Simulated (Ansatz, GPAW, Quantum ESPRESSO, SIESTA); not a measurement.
**Code comparison for Ag (P6_3/mmc, 4 atoms in the cell)**

Self-consistent single point, at a second geometry (lattice scaled by 0.98). First geometry:

```
CELL_PARAMETERS angstrom
      2.98216     0.00000     0.00000
     -1.49108     2.58263     0.00000
      0.00000     0.00000     9.69463
ATOMIC_POSITIONS crystal
  Ag 0.00000 0.00000 0.00000
  Ag 0.00000 0.00000 0.50000
  Ag 0.33333 0.66667 0.25000
  Ag 0.66667 0.33333 0.75000
```

Shared settings, as Ansatz (a program for electronic structure) writes them: kpoints.mp_grid.grid = 13 13 4; scf.occupations.method = fermi_dirac; scf.occupations.width = 0.1 eV. Potentials and cutoffs stand in the table.

```
code                                                                                                                                 model  ΔF from the first geometry (meV/atom)  pressure (GPa)       cutoff
----------------  ------------------------------------------------------------------------------------------------------------------------  -------------------------------------  --------------  -----------
GPAW                                                                         LDA (Perdew-Wang 92), GPAW PAW datasets LDA (gpaw-data 1.0.1)                                  -81.2           -9.79       600 eV
SIESTA            LDA PW92, numerical atomic orbitals DZP, PseudoDojo LDA standard norm-conserving potentials (rewritten from UPF to PSML)                                  -90.7          -11.26  grid 400 Ry
Ansatz                                                                                         LDA (PW92), default PAW files made with PBE                                  -81.6           -9.85       420 eV
Quantum ESPRESSO                                                                      LDA (PZ), PSlibrary ultrasoft (LDA) pseudopotentials                                  -79.0          -11.36        50 Ry
```

For Quantum ESPRESSO (by 1.9 GPa) the energy change implies a higher mean pressure, against the two pressures, than for the other programs: a sign of finite-basis (Pulay) stress.

The spread over the programs that give each value: ΔF from the first geometry within 11.7 meV/atom; pressure within 1.57 GPa.

SIESTA uses small atom-centred bases, whose incompleteness enters pressures, forces and empty levels differently from a plane-wave cutoff. Ansatz's pressure is given at a fixed set of plane waves, as the other plane-wave codes print theirs. The same LDA comes in different parametrisations, which differ slightly. In the pressure, SIESTA (by 1.41) and Quantum ESPRESSO (by 1.51) lie more than 1 GPa from the median of the plane-wave programs.

The starting cell comes from a database of computed structures (which also holds hypothetical and non-ambient phases and stackings), without a prior relaxation at this level. Its lattice was rescaled by a random factor within 2.5 % of one. For this run, on top of that: lattice scaled by 0.98.

Left out of this page: FLEUR (with a known weakness of the program).

Keys are those of Ansatz 0.2.
